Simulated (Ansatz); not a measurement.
Start from ZnS in the zinc blende structure (space group F-43m, No. 216; a = 5.3567 Å).

Level of theory: PBEsol (Ansatz, a program for electronic structure), spin-orbit coupling left out.

One change was made to it. Results:

The band gap changes from 2.09 eV to zero; the shortest interatomic distance goes up by 0.3729 Å (2.320 Å → 2.692 Å).

Q: Which of these changes matches the shifts?
A) S → Pb
B) S → Pt
C) S → Mo

A: A, S → Pb. For comparison, the shortest interatomic distance in the other runs: S → Pt gives 2.409 Å; S → Mo gives 2.382 Å.

With Pt present, leaving out spin-orbit coupling can change the band edges. No phonon test of stability was made. As relaxed here, ZnPb, ZnPt and ZnMo are hypothetical phases, not in the database extracts checked. The final runs are not spin-polarised. ZnMo has a high density of states at the Fermi level and may be magnetic at this level.
